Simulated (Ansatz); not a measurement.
Worked example: self-consistent single point of SrC2 (C2/c, 6 atoms in the cell) in Ansatz (a quantum-chemistry and plane-wave program).

Computed with LDA (PW92), PAW files made with PBE (plane waves; Ansatz).

The change in words: lattice scaled by 0.98. Reference geometry:
```yaml
crystal:
  lattice:
    - [3.52913, -2.21584, 0.00000]
    - [3.52913, 2.21584, 0.00000]
    - [-2.38547, 0.00000, 7.41439]
  atoms:
    - { symbol: Sr, position: [0.17883, 0.82117, 0.75000] }
    - { symbol: Sr, position: [0.82117, 0.17883, 0.25000] }
    - { symbol: C, position: [0.42227, 0.12839, 0.55761] }
    - { symbol: C, position: [0.57773, 0.87161, 0.44239] }
    - { symbol: C, position: [0.87161, 0.57773, 0.94239] }
    - { symbol: C, position: [0.12839, 0.42227, 0.05761] }
```

Reference input (self-consistent single point, DFT, LDA (PW92), plane waves, PAW files made with PBE): kpoints.mp_grid.grid = 6 6 3; hamiltonian.xc = lda; hamiltonian.pseudopotentials = {kind: paw} (the program's default PAW files); scf.occupations.method = fixed. This run's input differs from it in these lines:

```diff
@@ -3,5 +3,5 @@
   lattice:
-    - [3.52913000, -2.21583500, 0.00000000]
-    - [3.52913000, 2.21583500, 0.00000000]
-    - [-2.38547000, 0.00000000, 7.41439300]
+    - [3.45854700, -2.17151800, 0.00000000]
+    - [3.45854700, 2.17151800, 0.00000000]
+    - [-2.33776100, 0.00000000, 7.26610500]
   atoms:
```

Output (repeated stretches shortened):

```
SCF iter   1: F=—  HF=-7862.546072 eV  |F-HF|=—  |Δ(HF+E_count)|=         —  Δρ=8.32e-2  dr2=7.13e0  ethr=3.10e-3  ⟨swp⟩=5.5  Hψ=3984  notcnv=0  defer=116
all-band conjugate gradients solve this SCF's bands
preconditioner: auto → Resta (q_TF=auto, 2.268 Å⁻¹)
SCF iter   2: F=—  HF=-7860.292253 eV  |F-HF|=—  |Δ(HF+E_count)|=    2.25e0  Δρ=3.42e-2  dr2=9.53e-1  ethr=3.10e-3  ⟨swp⟩=3.0  Hψ=1665  notcnv=0  defer=115
   [... lines left out ...]
SCF iter   5: F=—  HF=-7859.938516 eV  |F-HF|=—  |Δ(HF+E_count)|=   3.00e-4  Δρ=2.84e-4  dr2=9.18e-5  ethr=8.36e-6  ⟨swp⟩=2.8  Hψ=1466  notcnv=0  defer=136
SCF iter   6: F=—  HF=-7859.938521 eV  |F-HF|=—  |Δ(HF+E_count)|=   5.28e-6  Δρ=6.99e-5  dr2=6.97e-6  ethr=2.55e-7  ⟨swp⟩=2.0  Hψ=1391  notcnv=0  defer=134
SCF iter   7: F=—  HF=-7859.938522 eV  |F-HF|=—  |Δ(HF+E_count)|=   4.21e-7  Δρ=1.16e-5  dr2=1.42e-7  ethr=1.94e-8  ⟨swp⟩=2.0  Hψ=1048  notcnv=0  defer=134
SCF iter   8: F=-7859.938522 eV  HF=-7859.938522 eV  |F-HF|=7.95e-9  |Δ(HF+E_count)|=   2.77e-8  Δρ=3.02e-6  dr2=1.20e-8  ethr=2.78e-10  ⟨swp⟩=17.1  Hψ=6614  notcnv=0
SCF 1 converged in 8 iterations: F = -7859.938522 eV  dr2 = 1.20e-8
Free energy (F): -7859.938522 eV
Internal energy: -7859.938522 eV  (E = F + TS)
E sigma→0 (E₀):  -7859.938522 eV
Fermi energy:    4.501420 eV
--- Forces (eV/Å), atoms counted from 1 ---
  atom   1  Sr     0.00000000     0.07150942     0.00000000
  atom   2  Sr     0.00000000    -0.07150942     0.00000000
  atom   3  C      0.10367910     1.34541833     1.28276354
  atom   4  C     -0.10367910    -1.34541833    -1.28276354
  atom   5  C     -0.10367910     1.34541833    -1.28276354
  atom   6  C      0.10367910    -1.34541833     1.28276354
--- Stress (GPa, compression-positive) ---
       -1.062987       0.000000       0.358352
        0.000000       2.972598       0.000000
        0.358351       0.000000       2.377337
  P = ⅓ Tr σ = 1.4290 GPa (14.290 kbar)
  The stress holds the Pulay correction. Without it, at fixed plane waves, as pw.x and ABINIT print it: P = 1.2762 GPa
```

The run converged in 8 iterations. Against the reference run the free energy goes down by 8.6 meV/atom, the pressure goes from -3.60 to 1.43 GPa, the largest force goes from 0.050 to 1.862 eV/Å and the gap on the mesh goes from 2.092 to 2.004 eV.

The starting cell comes from a database of computed structures (which also holds hypothetical and non-ambient phases and stackings), without a prior relaxation at this level. For this run, on top of that: lattice scaled by 0.98. Forces in this geometry exceed 1 eV/Å. Ansatz's pressure includes its estimate of the finite-basis (Pulay) stress.

Keys are those of Ansatz 0.2.
